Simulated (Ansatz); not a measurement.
```cif
data_Bi2Ni2
_chemical_formula_sum 'Ni2 Bi2'
_space_group_name_H-M_alt 'P63/mmc'
_space_group_IT_number 194
_space_group_name_Hall '-P 6c 2c'
_cell_length_a 4.10420
_cell_length_b 4.10420
_cell_length_c 5.16800
_cell_angle_alpha 90.000
_cell_angle_beta 90.000
_cell_angle_gamma 120.000
loop_
_atom_site_label
_atom_site_type_symbol
_atom_site_symmetry_multiplicity
_atom_site_Wyckoff_symbol
_atom_site_fract_x
_atom_site_fract_y
_atom_site_fract_z
_atom_site_occupancy
Ni1 Ni 2 a 0.00000 0.00000 0.00000 1
Bi1 Bi 2 c 0.33333 0.66667 0.25000 1
```

NiBi (P6_3/mmc), PBEsol, DFPT electron-phonon coupling, linearised Boltzmann equation (plane waves, PAW, scalar-relativistic; Ansatz, a quantum-chemistry and plane-wave program): the phonon-limited resistivity at 300 K is 8.71 μΩ·cm (x, the basal plane), 8.71 μΩ·cm (y, the basal plane), 12.2 μΩ·cm (z, c). Third figures are kept for the arithmetic.

Problem. Bound the resistivity of a random, dense polycrystal without boundary scattering, and give the anisotropy.

Solution. Largest over smallest: 1.40. Upper bound, grains in series: (8.71 + 8.71 + 12.2)/3 = 9.9 μΩ·cm. Lower bound, grains side by side: 3/Σ(1/ρ) = 9.6 μΩ·cm. The best single-crystal direction lies 10 % under the lower bound.

A metal at this level (no band gap). Only scattering by harmonic phonons is included (no impurities, grain boundaries, electron-electron scattering or thermal expansion). Spin-orbit coupling is left out, which matters with elements this heavy. Halving the electron mesh (24x24x16) moves the resistivity by up to 5 % at 300 K, the mean free path by up to 8 %. Smearing 0.20 eV; phonons on a 4x4x3 q mesh, which this run doesn't test.

Computed structure with no diffraction record at hand here (it may be known, metastable or hypothetical): NiBi (P6_3/mmc). Treated as nonmagnetic (a ferromagnetic start lost its moment, other orders weren't tried): NiBi (P6_3/mmc).
